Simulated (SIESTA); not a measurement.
A self-consistent single point of BiSe2 (C2/m, 12 atoms in the cell) with SIESTA.

Method of the run: GGA PBEsol, numerical atomic orbitals TZP, PseudoDojo PBEsol standard norm-conserving potentials (rewritten from UPF to PSML) in SIESTA.

```xyz
12
Lattice="8.3974 -2.0962 0.0000 8.3974 2.0962 0.0000 -7.4587 0.0000 9.8863" Properties=species:S:1:pos:R:3 pbc="T T T"
Bi    11.0302     0.0000     0.8688
Bi    -1.6941     0.0000     9.0175
Bi     2.0444     0.0000     5.8835
Bi     7.2917     0.0000     4.0029
Se    -6.4204     0.0000     9.3112
Se    15.7565     0.0000     0.5751
Se    11.9839     0.0000     4.4717
Se    -2.6477     0.0000     5.4146
Se     4.7664     0.0000     8.3136
Se     4.5697     0.0000     1.5727
Se     0.9138     0.0000     3.4141
Se     8.4223     0.0000     6.4722
```

Reference input (self-consistent single point, DFT, GGA PBEsol, numerical atomic orbitals TZP, PseudoDojo PBEsol standard norm-conserving potentials (rewritten from UPF to PSML)): XC.functional = GGA; XC.authors = PBEsol; potentials = PseudoDojo PBEsol standard; PAO.BasisSize = TZP; PAO.EnergyShift = 0.01 Ry; MeshCutoff = 300 Ry; kgrid.MonkhorstPack = 5 5 2; OccupationFunction = MP; OccupationMPOrder = 0; ElectronicTemperature = 10 meV; MaxSCFIterations = 150; SCF.Mixer.Method = Pulay. This run's input differs from it in these lines:

```diff
@@ -38,5 +38,5 @@
 %block kgrid.MonkhorstPack
-    5   0   0  0.0
-    0   5   0  0.0
-    0   0   2  0.0
+    7   0   0  0.0
+    0   7   0  0.0
+    0   0   3  0.0
 %endblock kgrid.MonkhorstPack
```

The program printed (abridged):

```
        iscf     Eharris(eV)        E_KS(eV)     FreeEng(eV)     dDmax    Ef(eV) dHmax(eV)
   scf:    1   -35250.389685   -35239.725339   -35239.725339  0.878035 -3.185918  5.681762
   scf:    2   -35244.283754   -35242.299311   -35242.299311  0.034421 -3.322204  3.210068
   scf:    3   -35243.563448   -35243.140861   -35243.140861  0.032639 -3.690766  0.983073
   scf:    4   -35243.286902   -35243.218246   -35243.218246  0.013634 -3.541661  0.511597
   scf:    5   -35243.264101   -35243.245087   -35243.245087  0.013051 -3.413859  0.072500
   scf:    6   -35243.246672   -35243.246004   -35243.246004  0.001737 -3.439053  0.036957
   scf:    7   -35243.246254   -35243.246177   -35243.246177  0.001163 -3.457776  0.012235
   scf:    8   -35243.246238   -35243.246214   -35243.246214  0.000267 -3.461862  0.007011
   scf:    9   -35243.246230   -35243.246224   -35243.246224  0.000301 -3.466353  0.004923
   scf:   10   -35243.246227   -35243.246226   -35243.246226  0.000118 -3.467035  0.001098
   scf:   11   -35243.246226   -35243.246226   -35243.246226  0.000040 -3.467374  0.000413
SCF Convergence by DM+H criterion
max |DM_out - DM_in|         :     0.0000398413
max |H_out - H_in|      (eV) :     0.0004126798
SCF cycle converged after 11 iterations

Using DM_out to compute the final energy and forces

siesta: E_KS(eV) =           -35243.2462

siesta: E_KS - E_eggbox =    -35243.2462

siesta: Atomic forces (eV/Ang):
     1   -0.230245   -0.000000    0.455466
     2    0.230244    0.000000   -0.455466
     3    0.208500    0.000000    0.574005
     4   -0.208500   -0.000000   -0.574005
     5    1.220297   -0.000000   -0.867690
     6   -1.220297    0.000000    0.867690
     7   -1.382537    0.000000   -0.801714
     8    1.382537    0.000000    0.801714
     9   -0.003040    0.000000   -0.557187
    10    0.003040   -0.000000    0.557187
    11   -0.023799   -0.000000   -0.585327
   [... lines left out ...]
siesta: FreeEng =    -35243.246226
   [... lines left out ...]
siesta:    -0.010272   -0.000000    0.000476
siesta:    -0.000000    0.009902   -0.000000
siesta:     0.000476   -0.000000   -0.003211

siesta: Cell volume =        348.059120 Ang**3

siesta: Pressure (static):
siesta:                Solid            Molecule  Units
siesta:           0.00001300          0.00066553  Ry/Bohr**3
siesta:           0.00119347          0.06110582  eV/Ang**3
siesta:           1.91215715         97.90231516  kBar
```

The run converged in 11 iterations. Against the reference run the free energy drops by 1.8 meV/atom, the pressure hardly changes (0.21 to 0.19 GPa), the largest force goes from 1.584 to 1.598 eV/Å and the gap on the mesh goes from 0.781 to 0.750 eV.

The starting cell comes from a database of computed structures (which also holds hypothetical and non-ambient phases and stackings), without a prior relaxation at this level. Spin-orbit coupling is off. Values carry the incompleteness of an atom-centred basis. Forces in this geometry exceed 1 eV/Å. Another mesh or the band path of this cell gives a smaller gap, so this value is not converged in the mesh.

Cost on one core of a shared machine: roughly 3 min.
